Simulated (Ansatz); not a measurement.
The starting structures come from a database of crystals and need not be the phases stable at ambient conditions.

The decay constant κ of evanescent states in the gap governs leakage through a thin film.

Here is the system:

```yaml
crystal:
  lattice:
    - [5.14191, 0.00000, 0.00000]
    - [2.57095, 4.45302, 0.00000]
    - [2.57096, 1.48434, 4.65057]
  atoms:
    - { symbol: Ti, position: [0.49898, 0.49898, 0.50306] }
    - { symbol: Ti, position: [0.99898, 0.99898, 0.00306] }
    - { symbol: Zn, position: [0.22030, 0.22030, 0.33911] }
    - { symbol: Zn, position: [0.72030, 0.72030, 0.83911] }
    - { symbol: O, position: [0.39392, 0.13769, 0.68978] }
    - { symbol: O, position: [0.13769, 0.77861, 0.68978] }
    - { symbol: O, position: [0.77861, 0.39392, 0.68978] }
    - { symbol: O, position: [0.27861, 0.63769, 0.18978] }
    - { symbol: O, position: [0.89392, 0.27861, 0.18978] }
    - { symbol: O, position: [0.63769, 0.89392, 0.18978] }
```

Space group of this cell: R3c. The cell is taken as given; by PBEsol its mean pressure is -8.2 GPa.

Transport runs along the normal of the first two printed cell vectors, the (001) plane of the conventional cell.

The gap is the functional's own, uncorrected, and κ follows it; spin-orbit coupling is left out. Mid-gap values are interpolated between the computed energies.

Question: State the band gap and the smallest decay constant κ at mid-gap according to PBEsol (Ansatz, a program for electronic structure).

Answer: Gap 2.86 eV on a 8×8×8 mesh; κ = 0.422 1/Å, at (0.167, 0.083) of the in-plane reciprocal vectors. At the zone centre, at the nearest computed energy, the slowest state has κ = 0.45 1/Å.
